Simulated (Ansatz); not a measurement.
# CuCl (model structure, started from the HgO type, P3₁21, No. 152, 6 atoms in the cell)

All values below come from PBEsol in Ansatz (plane waves, PAW).

Numerical settings: plane-wave cutoff 520 eV, 12×12×4 k mesh (along the axes of the cell as run), Fermi–Dirac smearing 0.01 eV, no spin polarisation, scalar-relativistic PAW data made under PBE.

Cell (relaxed with PBE-D3(BJ)):

```cif
data_Cl3Cu3
_chemical_formula_sum 'Cu3 Cl3'
_space_group_name_H-M_alt 'P3121'
_space_group_IT_number 152
_space_group_name_Hall 'P 31 2"'
_cell_length_a 3.89176
_cell_length_b 3.89176
_cell_length_c 9.17634
_cell_angle_alpha 90.000
_cell_angle_beta 90.000
_cell_angle_gamma 120.000
loop_
_atom_site_label
_atom_site_type_symbol
_atom_site_symmetry_multiplicity
_atom_site_Wyckoff_symbol
_atom_site_fract_x
_atom_site_fract_y
_atom_site_fract_z
_atom_site_occupancy
Cu1 Cu 3 b 0.24252 0.24252 0.50000 1
Cl1 Cl 3 a 0.54946 0.54946 0.00000 1
```

For CuCl (model structure, started from the HgO type, P3₁21, No. 152, 6 atoms in the cell), the band gap is 1.80 eV (indirect) and the smallest direct gap on the k points sampled is 2.06 eV.

Note: the relaxation could raise the start's symmetry but not lower it, so the cell can be a saddle point; cell and atoms aren't relaxed at this level (pressure -1.4 GPa).

It cost roughly 100 core-seconds of CPU time.

A model structure was made by putting elements into a prototype or built by hand; it is no filed structure, need not be a known phase, and can be a saddle point held by its symmetry.

Ansatz is a quantum-chemistry and plane-wave program.
